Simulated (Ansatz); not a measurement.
Here is the system:

```xyz
6
Lattice="5.9419 0.0000 0.0000 0.0000 5.9419 0.0000 0.0000 0.0000 3.6071" Properties=species:S:1:pos:R:3 pbc="T T T"
Hf     0.0000     0.0000     0.0000
Hf     2.9710     2.9710     1.8035
S      1.7801     1.7801     0.0000
S      4.7510     1.1909     1.8035
S      1.1909     4.7510     1.8035
S      4.1619     4.1619     0.0000
```

A single point on hypothetical rutile HfS2 with a change (pressure 4.2 GPa), its geometry relaxed with PBEsol.

Level of theory: Kohn–Sham DFT with the PBEsol functional, run in Ansatz (a quantum-chemistry and plane-wave program) with PAW and 600 eV plane waves, with spin-orbit coupling, earlier PAW set. Settings: 6×6×9 k-points, 0.05 eV Fermi–Dirac smearing.

**Question.** Estimate the band gap.

**Answer.** 0.14 eV.

**Question.** Predict the gap character.

**Answer.** Indirect, M–Γ (89 % along) → Γ.

**Question.** What electron mass does the calculation give?

**Answer.** 0.20 mₑ along c, 0.19 mₑ across (at Γ).

Single points use the geometry relaxed with PBEsol. Load acts through the strain it causes; cell and atoms are relaxed under it. Masses are band curvatures over ±0.01 Å⁻¹ around the edge. No phonon test of stability was made. The cell was made from HfS₂ in the rutile structure (space group P4_2/mnm, No. 136; a hypothetical phase, not in the database extracts checked) by this change: pressure 4.2 GPa. The zero or small gap of HfS2 can change with the level of theory.
